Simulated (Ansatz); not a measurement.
# Several settings converged on Cu2HgGeSe4 (Fmm2, 8 atoms in the cell)

```
CELL_PARAMETERS angstrom
     -2.92178     2.92178     5.58626
      2.92178    -2.92178     5.58626
      2.92178     2.92178    -5.58626
ATOMIC_POSITIONS crystal
  Cu 0.75000 0.25000 0.50000
  Cu 0.25000 0.75000 0.50000
  Ge 0.50448 0.50448 0.00000
  Hg 0.00000 0.00000 0.00000
  Se 0.40778 0.40778 0.54058
  Se 0.59222 0.13280 0.00000
  Se 0.86720 0.86720 0.45942
  Se 0.13280 0.59222 0.00000
```

Base method: PBEsol, default PAW files made with PBE (plane waves; Ansatz, a program for electronic structure).

Base settings: basis.ecutwfc = 420 eV; kpoints.mp_grid.grid = 4 4 4; hamiltonian.xc = pbesol; hamiltonian.pseudopotentials = {kind: paw} (the program's default PAW files); scf.occupations.method = gaussian; scf.occupations.width = 0.1 eV.

The count of work is k-points × plane waves × bands × iterations; it is no time. Core times come from one kind of shared machine, to one figure; runs under 30 s give none.

**The k-point mesh**

The second cell is the first with its lattice scaled by 0.98.

Only quantities that move along the ladder and can be compared are tabulated.

| kpoints.mp_grid.grid | free energy less the last step's (meV/atom) | energy of the compressed cell less the first (meV/atom) | pressure (GPa) | largest difference of a force vector from the last step's (eV/Å) | count of work / last | core time / last (rough) |
|---|---|---|---|---|---|---|
| 2 2 2 | 26.05 | -3.04 | -2.11 | 0.166 | 0.032 | – |
| 4 4 4 | 0.69 | -8.09 | -2.67 | 0.012 | 0.11 | – |
| 5 5 5 | 0.06 | -8.41 | -2.72 | 0.005 | 0.16 | 0.2 |
| 7 7 7 | 0.02 | -8.47 | -2.72 | 0.003 | 0.37 | 0.2 |
| 8 8 8 | -0.04 | -8.43 | -2.72 | 0.001 | 0.56 | 0.5 |
| 10 10 10 | 0.00 | -8.45 | -2.72 | 0.000 | 1.0 | 1 |

Coarsest kpoints.mp_grid.grid that holds the forces within 0.01 eV/Å of the last step, with all finer ones: 5 5 5, at 0.16 of the last step's count of work and about 0.2 of the last step's time; the step before is off by 0.012 eV/Å.

Coarsest kpoints.mp_grid.grid that holds the free energy within 0.5 meV/atom of the last step, with all finer ones: 5 5 5, at 0.16 of the last step's count of work and about 0.2 of the last step's time; the step before is off by 0.69 meV/atom.

Coarsest kpoints.mp_grid.grid that holds the pressure within 0.5 GPa of the last step, with all finer ones: 4 4 4, at 0.11 of the last step's count of work; the step before is off by 0.61 GPa.

**The k-point mesh at a smearing width of 0.02 eV**

In this ladder: scf.occupations.width = 0.02 eV.

Only quantities that move along the ladder and can be compared are tabulated.

```tsv
kpoints.mp_grid.grid	free energy less the last step's (meV/atom)	pressure (GPa)	largest difference of a force vector from the last step's (eV/Å)	count of work / last	core time / last (rough)
3 3 3	3.45	-2.65	0.015	0.021	–
5 5 5	0.10	-2.72	0.002	0.070	–
7 7 7	-0.01	-2.73	0.000	0.17	0.1
9 9 9	-0.01	-2.73	0.000	0.32	0.2
13 13 13	0.00	-2.73	0.000	1.0	1
```

Coarsest kpoints.mp_grid.grid that holds the free energy within 2 meV/atom of the last step, with all finer ones: 5 5 5, at 0.070 of the last step's count of work; the step before is off by 3.5 meV/atom.

Coarsest kpoints.mp_grid.grid that holds the pressure within 0.05 GPa of the last step, with all finer ones: 5 5 5, at 0.070 of the last step's count of work; the step before is off by 0.08 GPa.

Coarsest kpoints.mp_grid.grid that holds the forces within 0.01 eV/Å of the last step, with all finer ones: 5 5 5, at 0.070 of the last step's count of work; the step before is off by 0.015 eV/Å.

**The mesh under tetrahedron occupations**

In this ladder: scf.occupations.method = tetrahedron; scf.occupations.width = default.

Only quantities that move along the ladder and can be compared are tabulated.

```csv
kpoints.mp_grid.grid,free energy less the last step's (meV/atom),largest difference of a force vector from the last step's (eV/Å),count of work / last,core time / last (rough)
4 4 4,1.21,0.012,0.065,–
5 5 5,0.12,0.002,0.11,0.1
6 6 6,0.13,0.002,0.16,0.1
10 10 10,0.00,0.000,0.61,0.8
12 12 12,0.00,0.000,1.0,1
```

Coarsest kpoints.mp_grid.grid that holds the forces within 0.005 eV/Å of the last step, with all finer ones: 5 5 5, at 0.11 of the last step's count of work and about 0.1 of the last step's time; the step before is off by 0.012 eV/Å.

Coarsest kpoints.mp_grid.grid that holds the free energy within 0.5 meV/atom of the last step, with all finer ones: 5 5 5, at 0.11 of the last step's count of work and about 0.1 of the last step's time; the step before is off by 1.2 meV/atom.

On the base run: the starting cell comes from a database of computed structures (which also holds hypothetical and non-ambient phases and stackings), without a prior relaxation at this level. Its lattice was rescaled by up to half a per cent. One atom was moved a little off its site on purpose. Spin polarisation is off. Ansatz's pressure includes its estimate of the finite-basis (Pulay) stress. The run gives no clean gap (levels at the Fermi energy touch, overlap or are partly filled at this smearing), which alone does not show that the compound is a metal.

Keys are those of Ansatz 0.2.
